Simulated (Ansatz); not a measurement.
Quick settings and what they miss: SrGaGe (P-6m2, 3 atoms in the cell)

Self-consistent single point.

```yaml
crystal:
  lattice:
    - [4.29460, 0.00000, 0.00000]
    - [-2.14730, 3.71923, 0.00000]
    - [0.00000, 0.00000, 4.73949]
  atoms:
    - { symbol: Sr, position: [0.00000, 0.00000, 0.00000] }
    - { symbol: Ga, position: [0.33333, 0.66667, 0.50000] }
    - { symbol: Ge, position: [0.66667, 0.33333, 0.50000] }
```

Method of the run: LDA (PW92), PAW files made with PBE (plane waves; Ansatz, a program for electronic structure).

Base settings: basis.ecutwfc = 420 eV; kpoints.mp_grid.grid = 7 7 6; hamiltonian.xc = lda; hamiltonian.pseudopotentials = {kind: paw} (the program's default PAW files); scf.occupations.method = cold; scf.occupations.width = 0.1 eV.

Tight run (finer mesh or higher cutoff; not a proven limit): basis.ecutwfc: 420 eV → 590 eV; kpoints.mp_grid.grid: 7 7 6 → 10 10 9; scf.convergence.dr2_threshold: default (1e-07 eV) → 1e-09 eV. It gave Fermi level (on the code's own zero) 8.75 eV; pressure -3.85 GPa.

Quick runs, as changes from the base:
- A: the base itself
- B: basis.ecutwfc: 420 eV → 210 eV; kpoints.mp_grid.grid: 7 7 6 → 4 4 4; scf.occupations.width: 0.1 eV → 0.5 eV
- C: basis.ecutwfc: 420 eV → 295 eV; kpoints.mp_grid.grid: 7 7 6 → 8 8 8; scf.occupations.width: 0.1 eV → 0.2 eV

Energies are extrapolated to zero smearing width, which holds to low order in the width alone.

The count of work is k-points × plane waves × bands × iterations; it is no time. 

Pressures in the table are Ansatz's without its Pulay estimate, at a fixed set of plane waves; the tight run's value above holds the estimate.

The starting cell comes from a database of computed structures (which also holds hypothetical and non-ambient phases and stackings), without a prior relaxation at this level. Its lattice was rescaled by a random factor within 2.5 % of one. In the base run, with a pressure of about -4 GPa the cell is away from its equilibrium volume at this level.

```csv
run,energy less tight (meV/atom),pressure less tight (GPa),count of work / tight
A,-6.0,0.13,0.19
B,2466.8,-78.43,0.025
C,53.6,-3.61,0.17
```

Among the runs at the tight run's level, the energy misses run from 6.0 to 2466.8 meV/atom.

Left out of this page: 3 runs of the series unsound by tests on forces, stress, charge or solver warnings.

Keys are those of Ansatz 0.2.
